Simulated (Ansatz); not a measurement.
Lattice constant a of CaScHO₂ (model structure, started from the SrVO2H type, P4/mmm, No. 123, 5 atoms in the cell) at several levels of theory

No measured value is used here.

```tsv
level (code)	value (Å)
LDA (Ansatz)	4.006
PBE (Ansatz)	4.091
PBEsol (Ansatz)	4.046
r²SCAN (Ansatz)	4.068
```

Cutoffs differ between the levels. Ansatz's density-functional and Hartree–Fock values are scalar-relativistic unless marked +SOC, with PAW data made under PBE.

A model structure was made by putting elements into a prototype or built by hand; it is no filed structure, need not be a known phase, and can be a saddle point held by its symmetry.

Ansatz is an electronic-structure program.
